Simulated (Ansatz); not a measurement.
Consider BAs in the wurtzite structure (space group P6_3mc, No. 186; a = 3.354 Å, c = 5.554 Å; a cell from a computed database, its experimental status unchecked). Axes: x lies along a and z along c of the hexagonal cell.

Modification: strain tensor (xx, yy, zz, yz, xz, xy) = (−0.01, −0.55, +1.40, −0.18, +0.88, −0.44) %, atoms relaxed at fixed cell.

Levels (all Ansatz, a program for electronic structure, PAW): PBEsol (420 eV, scalar-relativistic without spin-orbit coupling); r2SCAN (500 eV, without spin-orbit coupling); HSE06 (420 eV, no SOC).

At the geometry relaxed with PBEsol, these levels gave the following band gaps, in shuffled order: (a) 1.76 eV, (b) 1.31 eV, (c) 1.01 eV.

### Question
Match each gap to its level.

### Answer
(a) HSE06; (b) r2SCAN; (c) PBEsol.

Single points use the geometry relaxed with PBEsol. HSE06 was sampled on its mesh, a few special points and the semilocal edge points, so its gap is an upper bound. Stability against distortions was not tested. This is not the structure that BAs has at room temperature and ambient pressure.
